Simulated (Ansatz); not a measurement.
## Converging the plane-wave cutoff: HfPd2 (I4mm, 3 atoms in the cell)

```yaml
crystal:
  lattice:
    - [-1.69453, 1.69453, 4.34401]
    - [1.69453, -1.69453, 4.34401]
    - [1.69453, 1.69453, -4.34401]
  atoms:
    - { symbol: Hf, position: [0.00575, 0.00575, 0.00000] }
    - { symbol: Pd, position: [0.33903, 0.33903, 0.00000] }
    - { symbol: Pd, position: [0.66097, 0.66097, 0.00000] }
```

Level of theory: PBEsol, default PAW files made with PBE (plane waves; Ansatz, a quantum-chemistry and plane-wave program).

Base settings: basis.ecutwfc = 420 eV; kpoints.mp_grid.grid = 10 10 10; hamiltonian.xc = pbesol; hamiltonian.pseudopotentials = {kind: paw} (the program's default PAW files); scf.occupations.method = fermi_dirac; scf.occupations.width = 0.1 eV.

The second cell is the first with its lattice scaled by 0.98.

The mesh stays at the base's, so the ladder's end is converged at best in this setting alone.

The first pressure column holds Ansatz's estimate of the finite-basis (Pulay) stress, which hides part of the cutoff error; the other is without it.

Only quantities that move along the ladder and can be compared are tabulated.

The count of work is k-points × plane waves × bands × iterations; it is no time. 

The starting cell comes from a database of computed structures (which also holds hypothetical and non-ambient phases and stackings), without a prior relaxation at this level. Its lattice was rescaled by up to half a per cent. One atom was moved a little off its site on purpose. Spin polarisation is off.

| basis.ecutwfc | free energy less the last step's (meV/atom) | energy of the compressed cell less the first (meV/atom) | pressure (GPa) | pressure without the Pulay estimate (GPa) | largest difference of a force vector from the last step's (eV/Å) | count of work / last |
|---|---|---|---|---|---|---|
| 145 eV | 60500.57 | -333.70 | -49.29 | -1865.78 | 1.655 | 0.073 |
| 170 eV | 26853.06 | -49.03 | -17.37 | -980.60 | 0.428 | 0.090 |
| 190 eV | 13912.17 | -87.44 | -15.03 | -578.58 | 0.887 | 0.098 |
| 210 eV | 7000.39 | 46.62 | 3.33 | -331.52 | 0.410 | 0.10 |
| 230 eV | 3367.36 | 64.15 | 2.93 | -183.58 | 0.192 | 0.13 |
| 250 eV | 1562.98 | 28.66 | -0.44 | -99.32 | 0.047 | 0.14 |
| 295 eV | 217.49 | 33.03 | -0.57 | -20.80 | 0.096 | 0.18 |
| 335 eV | 26.48 | 28.03 | -1.22 | -4.37 | 0.015 | 0.20 |
| 380 eV | 3.57 | 27.88 | -1.23 | -1.42 | 0.003 | 0.23 |
| 420 eV | 2.29 | 27.76 | -1.24 | -1.30 | 0.002 | 0.27 |
| 460 eV | 1.45 | 27.69 | -1.25 | -1.31 | 0.001 | 0.30 |
| 505 eV | 0.86 | 27.62 | -1.26 | -1.28 | 0.001 | 0.35 |
| 565 eV | 0.67 | 27.58 | -1.27 | -1.27 | 0.000 | 0.43 |
| 630 eV | 0.52 | 27.56 | -1.27 | -1.28 | 0.000 | 0.49 |
| 735 eV | 0.27 | 27.55 | -1.27 | -1.28 | 0.000 | 0.63 |
| 840 eV | 0.16 | 27.54 | -1.27 | -1.28 | 0.000 | 0.76 |
| 1010 eV | 0.00 | 27.53 | -1.27 | -1.28 | 0.000 | 1.0 |

Coarsest basis.ecutwfc that holds the energy of the compressed cell less the first within 2 meV/atom of the last step, with all finer ones: 335 eV, at 0.20 of the last step's count of work; the step before is off by 5.5 meV/atom.

Coarsest basis.ecutwfc that holds the forces within 0.02 eV/Å of the last step, with all finer ones: 335 eV, at 0.20 of the last step's count of work; the step before is off by 0.096 eV/Å.

Coarsest basis.ecutwfc that holds the pressure without the Pulay estimate within 0.2 GPa of the last step, with all finer ones: 380 eV, at 0.23 of the last step's count of work; the step before is off by 3.1 GPa.

The energy difference between the two cells stays within 1 meV/atom of the last step's from 335 eV on, the total only from 505 eV on: much of the error is common to both cells and cancels.

At the lowest cutoff the pressure without the Pulay estimate lies 1860 GPa under the last step's, the usual sign of Pulay stress in an incomplete plane-wave basis.

Keys are those of Ansatz 0.2.
